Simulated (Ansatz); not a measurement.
## Amorphous Al28O43Be

The cell was made by melting and quenching with the CHGNet potential and then relaxed with DFT. O atoms were pushed apart under 1.9 Å during the dynamics, to hinder bonds among them. The hot cell started wider than the set density and was brought back towards it in steps. It is the lowest in DFT energy of 2 quenches. It is a model cell: composition and starting density were chosen by hand, and all elements were melted together. No dispersion term was used.

Methods: PBE, scalar-relativistic without spin-orbit coupling (Ansatz, a quantum-chemistry and plane-wave program); r2SCAN, scalar-relativistic without spin-orbit coupling (Ansatz); HSE06, scalar-relativistic without spin-orbit coupling (Ansatz). Geometry, pressure, stress and energy are those of the PBE run. Its sampling: a 2×2×2 Γ-centred mesh; Fermi-Dirac width 0.02 eV; no spin polarisation. Other functionals are single points at the zone centre (r2SCAN at 500 eV; exact exchange cut at the cell's faces), free to take moments where seeds were set. At PBE the levels at the filled edge of the gap are localised (band-tail or defect states), and the nearest spread-out levels lie 4.0 eV apart at the zone centre.

The number of atoms in the cell is 72 and the density (volume relaxed, without dispersion) is 3.10 g/cm^3. The volume per atom is 10.79 Å^3 and the pressure on a 2×2×2 Γ-centred mesh is 0.05 GPa. The largest force and stress component on that mesh (the relaxation ran on the zone centre alone) is 0.05 eV/Å and 0.1 GPa and the level gap on a 2×2×2 Γ-centred mesh (PBE) is 3.13 eV. The level gap at the zone centre (PBE) comes out as 3.12 eV and the level gap at the zone centre (r2SCAN) is 3.76 eV. The level gap at the zone centre (HSE06) is 4.81 eV.

Cut-offs for bonds: Al-Al 2.66 Å, Al-O 2.32 Å, Al-Be 2.39 Å, O-O 1.58 Å, O-Be 1.94 Å, Be-Be 2.11 Å. Two cations that share two anions don't count as bonded, nor two that share one unless they lie closer than Al-Al 2.59 Å, Al-Be 2.32 Å, Be-Be 2.05 Å.

| Quantity | Value |
|---|---|
| Mean coordination of Al by anions | 4.57 (14 with 4, 12 with 5, 2 with 6) |
| Mean coordination of O | 3.07 (2 with 2, 36 with 3, 5 with 4) |
| Mean coordination of Be by anions | 4.00 (1 with 4) |
| Mean Al-O bond | 1.857 Å (spread 0.099 Å, 128 counted) |
| Mean O-Be bond | 1.644 Å (spread 0.039 Å, 4 counted) |

Its density started from a set value of 3.09 g/cm³. Cooling (nominally 410 K/ps over its main leg) ran many orders faster than in experiment, which tends to leave more defects and strain. A cell of this size samples the disorder only roughly. Volume and shape were free in the relaxation.
